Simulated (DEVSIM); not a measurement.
# GaAs n-i-p diode

System: GaAs n-i-p diode, at 300 K.

| layer (left to right) | material | thickness (μm) | Nd (cm⁻³) | Na (cm⁻³) | τn (s) | τp (s) |
|---|---|---|---|---|---|---|
| 1 | GaAs | 0.620 | 1.9e17 | - | 6.2e-8 | 6.2e-8 |
| 2 | GaAs | 1.60 | - | 1.3e13 | 1.9e-9 | 6.2e-8 |
| 3 | GaAs | 5.00 | - | 3.1e17 | 6.2e-8 | 6.2e-8 |

Left contact: ohmic. Right contact: ohmic. Voltage is applied to the left contact. Recombination: SRH at mid-gap, Auger. Mobility is μmin + (μ − μmin)/(1 + (N/Nref)^α).

This is a model device: material constants are rounded textbook-type values typed into the input, and sizes, dopings and lifetimes were drawn at random. Values at 300 K.

```tsv
parameter	GaAs
gap (eV)	1.424
affinity (eV)	4.07
permittivity	12.9
Nc (cm⁻³)	4.7e17
Nv (cm⁻³)	9e18
μn (cm²/Vs)	8500
μp (cm²/Vs)	400
μn,min	500
μp,min	20
Nref,n	6e16
Nref,p	1.5e17
αn	0.39
αp	0.38
Cn (cm⁶/s)	1e-30
Cp (cm⁶/s)	1e-30
```

Model (solved in DEVSIM): 1D drift-diffusion, Boltzmann statistics, complete ionisation; no tunnelling, impact ionisation, image-force lowering or self-heating.

Potential step across the device at zero bias: 1.314 V
Dark forward voltage at 1 A/cm²: 1.051 V
Dark forward voltage at 100 A/cm²: 1.197 V

Small-signal capacitance in reverse bias (quasi-static):

| V (V) | C (nF/cm²) |
|---|---|
| 0.4 | 7.43 |
| 1 | 7.29 |
| 2 | 7.18 |
| 3 | 7.12 |
| 4 | 7.08 |
| 6 | 7.03 |
| 8 | 6.99 |
| 10 | 6.96 |
| 13 | 6.91 |
| 16 | 6.86 |
| 20 | 6.80 |

Dark forward current:

(V (V), J (A/cm²)): (-0.05, -2.7e-10); (-0.10, -1.1e-9); (-0.20, -1.0e-8); (-0.25, -3.0e-8); (-0.30, -8.4e-8); (-0.40, -6.7e-7); (-0.45, -1.9e-6); (-0.55, -1.6e-5); (-0.60, -4.7e-5); (-0.65, -0.00014); (-0.75, -0.0013); (-0.80, -0.0042); (-0.85, -0.013); (-0.95, -0.10); (-1.00, -0.29); (-1.10, -4.0); (-1.15, -20); (-1.20, -110); (-1.30, -2000); (-1.35, -5400)
